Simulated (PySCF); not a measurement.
PySCF 2.14.0, unrestricted TPSSH/def2-tzvp, df: Pb(Cl)2 triplet ([Cl][Pb][Cl]), charge 0, multiplicity 3, 3 atoms. The geometry is a generated start, not checked to be a minimum at this level.

```
Property                                            Result
-------------------------  -------------------------------
task                                                energy
method                                               tpssh
basis                                            def2-tzvp
two-electron scheme                        density fitting
mol.max_memory                                     3000 MB
mf.max_cycle                                           100
mf.init_guess                              minao (default)
mf.DIIS                                    CDIIS (default)
mf.conv_tol                                1e-09 (default)
mf.grids.level                                 3 (default)
effective core potentials  those of the basis set, past Kr
basis functions                                        124
grid points                                          60992
```

```xyz
3

Pb     0.0505    -0.0449     1.0521
Cl     1.2194     1.4754    -0.5227
Cl    -1.2699    -1.4304    -0.5294
```

Charge 0 and multiplicity 3 are set for this test and not shown to be the ground state.

One run each on 2 threads, 1 BLAS thread. Values of diis_space tried: 3, 5, 8 (default), 12, 20.

Question: Which value of diis_space needs the fewest Fock builds, and what happens away from it?

Answer: Fewest Fock builds, within one of each other: 8 (default) with 17, 12 with 16, 20 with 16. The count rises to 26 at 3. All converge to one solution.

```csv
diis_space,Fock builds,end
3,26,same solution
5,18,same solution
8 (default),17,same solution
12,16,same solution
20,16,same solution
```
